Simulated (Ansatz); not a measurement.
# What x(Zr) = 0.5, 12 atoms, Pmma does to HfSi2

Base system: HfSi2 (space group Cmcm, No. 63; a = 3.650 Å, b = 14.351 Å, c = 3.635 Å).

The other end (x = 1) is ZrSi₂ (space group Cmcm, No. 63): 16.32 Å³/atom, gap zero.

One thing is altered: a fraction x = 0.5 of the Hf sites is given to Zr, ordered in a cell of 12 atoms (starting symmetry Pmma) and fully relaxed.

Calculations: PBEsol, PAW, 420 eV (Ansatz, an electronic-structure program; no spin-orbit coupling), earlier PAW set. Settings: 13×13×4 k-points, 0.05 eV Fermi–Dirac smearing, for the changed cell.

- Density = 6.57 g/cm³ (base 8.19 g/cm³)
- Shortest interatomic distance = 240.4 pm (base 241.2 pm)
- Band gap = zero (base zero)
- Mixing energy = 0.00 eV/atom (to 0.01 eV only: unlike meshes or grids)
- Deviation of the volume from the linear (Vegard-type) interpolation = 0.0 %

Final structure:

```yaml
crystal:
  lattice:
    - [3.64624, 0.00000, 0.00000]
    - [0.00000, 3.66227, 0.00000]
    - [0.00000, 0.00000, 14.45844]
  atoms:
    - { symbol: Si, position: [0.25000, 0.50000, 0.55419] }
    - { symbol: Si, position: [0.25000, 0.00000, 0.05503] }
    - { symbol: Si, position: [0.75000, 0.50000, 0.44581] }
    - { symbol: Si, position: [0.75000, 0.00000, 0.94497] }
    - { symbol: Si, position: [0.25000, 0.50000, 0.24766] }
    - { symbol: Si, position: [0.25000, 0.00000, 0.75259] }
    - { symbol: Si, position: [0.75000, 0.50000, 0.75234] }
    - { symbol: Si, position: [0.75000, 0.00000, 0.24741] }
    - { symbol: Hf, position: [0.25000, 0.50000, 0.89681] }
    - { symbol: Zr, position: [0.25000, 0.00000, 0.39373] }
    - { symbol: Hf, position: [0.75000, 0.50000, 0.10319] }
    - { symbol: Zr, position: [0.75000, 0.00000, 0.60627] }
```

Cost of the whole job for the changed cell (relaxation, final SCF and bands): around 10 core-minutes (rough).

Each cell is one ordered arrangement of few atoms, which overstates ordering effects compared with a random alloy. No phonon test of stability was made. The final runs are not spin-polarised.
